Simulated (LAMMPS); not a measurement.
An MD run on CdTe (zinc blende) with 75 % of Te sites Se, 4096 atoms, at 1020 K and 0 GPa, heated as the crystal.

Model: classical MD, pair style sw, file CdTeZnSeHgS0.sw, run in LAMMPS.

Task: Predict the enthalpy per atom, the most common Se-Cd-Te angle, the coordination number of Te by Cd.

Result: enthalpy per atom: -2.1536 ± 0.0002 eV; most common Se-Cd-Te angle: in the 3° bin centred on 109.5° (mean of all 108°); coordination number of Te by Cd: 4.00 (counted to 3.82 Å).

Caution: the random arrangement on this lattice is imposed, and need not be a phase that exists in equilibrium. Caution: a run this short can hold a crystal over, or a liquid under, the potential's melting point.
